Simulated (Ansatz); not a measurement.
## Effect of biaxial strain +3.00 %, plane normal [001], relaxed out of plane on WC

The parent structure is WC (space group P-6m2, No. 187; a = 2.899 Å, c = 2.827 Å; relaxed with 0.1 eV smearing). Axes: x lies along a and z along c of the hexagonal cell.

Perturbation: tensile biaxial strain of 3.00 % in the plane normal to [001], as in epitaxy on a mismatched substrate; the out-of-plane cell vector and the atoms relax.

All numbers come from Ansatz (a quantum-chemistry and plane-wave program) PBEsol, spin-orbit coupling left out. Settings: 23×23×20 k-points, 0.1 eV Fermi–Dirac smearing.

The volume per atom goes up by 0.51 Å³ to 10.80 Å³ and the space group is still P-6m2 (No. 187). The shortest interatomic distance grows by 0.029 Å (2.191 Å → 2.220 Å) and the pressure (mean of the normal stresses, compression positive) goes from zero to -15.9 GPa. The band gap is still zero and the out-of-plane strain comes out as -1.05 %. The ratio −ε⊥/ε∥ amounts to 0.35 and the mean in-plane stress (compression positive) is -23.9 GPa.

Final structure (turned so that z lies along the plane normal):

```
CELL_PARAMETERS angstrom
      2.98608     0.00000     0.00000
      1.49304     2.58602     0.00000
      0.00000     0.00000     2.79707
ATOMIC_POSITIONS crystal
  W  0.00000 0.00000 0.00000
  C  0.33333 0.33333 0.50000
```

Whether these cells are dynamically stable was not tested. All final runs are without spin polarisation.
